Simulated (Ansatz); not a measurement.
The reference is SnTe in the rock salt structure (space group Fm-3m, No. 225; a = 6.2891 Å). Axes: x, y, z lie along the cube axes.

Method: PBEsol (Ansatz, a quantum-chemistry and plane-wave program; PAW; 420 eV plane waves; without spin-orbit coupling).

It is then changed as follows: uniaxial strain ε_zz = −2.50 %, all other strain components held at zero, atoms relaxed at fixed cell.

Task: Predict the stress tensor and what it implies for the stiffness.

Result: Stress of the strained cell less that of the base (GPa, compression positive):
```
   0.04    0.00    0.00
   0.00    0.04    0.00
   0.00    0.00    3.99
```

Then −Δσ_ii/ε with ε = -0.0250 gives secant stiffness values (nonlinear terms included at this strain): C33 ≈ 160 GPa.

As a check, the harmonic strain energy −½ V₀ Δσ:ε is 9.7 meV/atom; the computed energy rise is 9.2 meV/atom.

Whether these cells are dynamically stable was not tested.
